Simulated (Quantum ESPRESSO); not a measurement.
Checking a run of Quantum ESPRESSO on CaYMg6 (P1, 8 atoms in the cell). The aim is a self-consistent single point with DFT, PBEsol, plane waves, SSSP 1.1.2 efficiency (PBE) pseudopotentials.

Cell that was meant: a = 6.7403 Å, b = 6.7403 Å, c = 4.6301 Å, α = 90.00°, β = 90.00°, γ = 90.00°.

Part of the input:

```fortran
   occupations = 'smearing'
   smearing = 'mp'
   degauss = 0.0073499
   nbnd = 17
   input_dft = 'pbesol'
/
&electrons
```

Output, abridged:

```
     file Mg.pbe-n-kjpaw_psl.0.3.0.UPF: wavefunction(s)  3S renormalized
     G-vector sticks info
     --------------------
   [... lines left out ...]
        k(    2) = (   0.0000000   0.0000000   0.3639427), wk =   0.1111111
        k(    3) = (   0.0000000   0.0000000  -0.7278853), wk =   0.0555556
   [... 16 lines left out ...]

     Dense  grid:   137053 G-vectors     FFT dimensions: (  75,  75,  50)

     Smooth grid:    48535 G-vectors     FFT dimensions: (  54,  54,  36)

     Initial potential from superposition of free atoms

     starting charge      32.9845, renormalised to      33.0000

     negative rho (up, down):  4.335E-02 0.000E+00
     Self-consistent Calculation

     iteration #  1     ecut=    40.00 Ry     beta= 0.30

     Threshold (ethr) on eigenvalues was too large:
     Diagonalizing with lowered threshold

     negative rho (up, down):  4.292E-02 0.000E+00

     total energy              =    -358.58066724 Ry
     estimated scf accuracy    <       0.14038516 Ry

     iteration #  2     ecut=    40.00 Ry     beta= 0.30

     negative rho (up, down):  4.295E-02 0.000E+00

     total energy              =    -358.60257225 Ry
     estimated scf accuracy    <       0.04978943 Ry

     iteration #  3     ecut=    40.00 Ry     beta= 0.30

     negative rho (up, down):  4.311E-02 0.000E+00

     total energy              =    -358.60193770 Ry
     estimated scf accuracy    <       0.01299572 Ry

   [... 14 blocks of this kind left out ...]

     iteration # 18     ecut=    40.00 Ry     beta= 0.30

     negative rho (up, down):  4.319E-02 0.000E+00

     total energy              =    -358.60648091 Ry
     estimated scf accuracy    <          2.6E-09 Ry

     iteration # 19     ecut=    40.00 Ry     beta= 0.30

     negative rho (up, down):  4.319E-02 0.000E+00
     End of self-consistent calculation

     the Fermi energy is     4.9217 ev

!    total energy              =    -358.60648091 Ry
     estimated scf accuracy    <          3.4E-11 Ry
     smearing contrib. (-TS)   =      -0.00039343 Ry
     internal energy E=F+TS    =    -358.60608748 Ry

     convergence has been achieved in  19 iterations

     negative rho (up, down):  4.319E-02 0.000E+00

     Forces acting on atoms (cartesian axes, Ry/au):

     atom    1 type  1   force =    -0.00167436   -0.00043812    0.00182504
     atom    2 type  2   force =     0.00050757    0.00428368    0.00627093
     atom    3 type  3   force =    -0.00001378    0.00089945   -0.00055389
     atom    4 type  3   force =     0.00069791   -0.00012081    0.00057555
   [... lines left out ...]
     Total force =     0.013325     Total SCF correction =     0.000003
   [... lines left out ...]

     negative rho (up, down):  4.319E-02 0.000E+00
          total   stress  (Ry/bohr**3)                   (kbar)     P=       -9.53
  -0.00005024   0.00000033  -0.00000036           -7.39        0.05       -0.05
   0.00000033  -0.00004488   0.00000064            0.05       -6.60        0.09
  -0.00000036   0.00000064  -0.00009930           -0.05        0.09      -14.61

   JOB DONE.
```

Task: Is anything amiss in this input, and did it matter?

Result: The run is not sound. The fault is too few bands. Each band holds two electrons without spin (one with spinors), and smearing needs some empty bands above the Fermi level. To fix it, raise the band count or leave it to the default. The run converged in 19 iterations without an error; against the sound input the free energy goes up by 22.2 meV/atom, the pressure hardly changes (-1.02 to -0.95 GPa) and the largest force goes from 0.205 to 0.196 eV/Å. The full log also holds: “c_bands:  3 eigenvalues not converged” and “c_bands:  2 eigenvalues not converged”.

An input that runs soundly differs in these lines (not the only fix; some lines may just follow from the change or write a value another way):
```diff
-   nbnd = 17
```

With that input, the run converged in 13 iterations: free energy E − TS -4879.2673 eV; Fermi level (on the code's own zero) 4.63 eV; pressure -1.02 GPa; largest force (vector length) 0.205 eV/Å (DFT, PBEsol, plane waves, SSSP 1.1.2 efficiency (PBE) pseudopotentials).

On the sound input: the starting cell comes from a database of computed structures (which also holds hypothetical and non-ambient phases and stackings), without a prior relaxation at this level. Its atoms were displaced at random from the sites of space group no. 123. Without a gap this mesh is coarse (it stands for a supercell whose shortest vector is 19 Å).
